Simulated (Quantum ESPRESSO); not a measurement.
Quantum ESPRESSO is run on TiGeSb (P4/nmm, 6 atoms in the cell), and the run fails. The aim is a self-consistent single point with DFT, PBEsol, plane waves, SSSP 1.1.2 efficiency (PBE) pseudopotentials.

Input:

```fortran
&CONTROL
  calculation = 'scf'
  prefix = 'scf'
  outdir = './out'
  pseudo_dir = './'
  verbosity = 'high'
  tprnfor = .true.
  tstress = .true.
/
&SYSTEM
  ibrav = 0
  nat = 7
  ntyp = 3
  ecutwfc = 50
  ecutrho = 400
  occupations = 'smearing'
  smearing = 'mp'
  degauss = 0.0147
  input_dft = 'pbesol'
/
&ELECTRONS
  conv_thr = 1.0e-11
  mixing_beta = 0.3
/
ATOMIC_SPECIES
Ti    47.8670  ti_pbe_v1.4.uspp.F.UPF
Ge    72.6300  ge_pbe_v1.4.uspp.F.UPF
Sb   121.7600  sb_pbe_v1.4.uspp.F.UPF
ATOMIC_POSITIONS {crystal}
Ti    0.5000000000    0.0000000000    0.2487500000
Ti    0.0000000000    0.5000000000    0.7512500000
Ge    0.0000000000    0.0000000000    0.0000000000
Ge    0.5000000000    0.5000000000    0.0000000000
Sb    0.5000000000    0.0000000000    0.6155600000
Sb    0.0000000000    0.5000000000    0.3844400000
K_POINTS {automatic}
7 7 4  0 0 0
CELL_PARAMETERS {bohr}
   6.9961440586     0.0000000000     0.0000000000
   0.0000000000     6.9961440586     0.0000000000
   0.0000000000     0.0000000000    15.5216434698
```

Log, with long lists cut:

```
     This program is part of the open-source Quantum ESPRESSO suite
     for quantum simulation of materials; please cite

 %%%%%%%%%%%%%%%%%%%%%%%%%%%%%%%%%%%%%%%%%%%%%%%%%%%%%%%%%%%%%%%%%%%%%%%%%%%%%%
     Error in routine read_cards (7):
     wrong number of columns in ATOMIC_POSITIONS
 %%%%%%%%%%%%%%%%%%%%%%%%%%%%%%%%%%%%%%%%%%%%%%%%%%%%%%%%%%%%%%%%%%%%%%%%%%%%%%

     stopping ...
```

Task: Read the log: what does the program object to, and what is the fix?

Result: The fault is an atom count that does not match the list of atoms; here the program stops on it instead of giving results. To fix it, make the count match the list. The program stopped before any SCF iteration.

An input that runs soundly differs in these lines (not the only fix; some lines may just follow from the change or write a value another way):
```diff
-  nat = 7
+  nat = 6
```

With that input, the run converged in 19 iterations: free energy E − TS -14062.7660 eV; Fermi level (on the code's own zero) 13.29 eV; pressure -2.50 GPa; largest force (vector length) 0.122 eV/Å (DFT, PBEsol, plane waves, SSSP 1.1.2 efficiency (PBE) pseudopotentials).

On the sound input: the starting cell comes from a database of published, mostly measured structures (it also holds non-ambient and calculated ones), without a prior relaxation at this level. Spin polarisation is off.
